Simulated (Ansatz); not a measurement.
# W, point defects

Base system: an 8-atom supercell of W in the bcc (W type) structure (space group Im-3m, No. 229; a = 3.1545 Å) at its relaxed geometry.

One neutral defect a cell, atoms relaxed at fixed cell.

Method: PBEsol in Ansatz (plane waves to 420 eV, PAW, without spin-orbit coupling), earlier PAW set.

Before the change:

- Pressure = -0.3 GPa

Problem. The aim is a pressure between 79.2 GPa and 83.0 GPa. Which of these changes reaches it?
(A) Li interstitial (started 1.58 Å from the nearest host atom)
(B) Ir on a W site
(C) W interstitial (started 1.66 Å from the nearest host atom)
(D) I on a W site

Solution. C, W interstitial (started 1.66 Å from the nearest host atom). It gives 81.1 GPa; Ir on a W site gives -2.6 GPa; I on a W site gives 11.2 GPa; Li interstitial (started 1.58 Å from the nearest host atom) gives 25.8 GPa. Changes not listed may reach it too

The cell is small, so the values are those of an ordered compound at a high defect concentration; dilute-limit values will differ. All final runs are without spin polarisation.

Ansatz is a quantum-chemistry and plane-wave program.
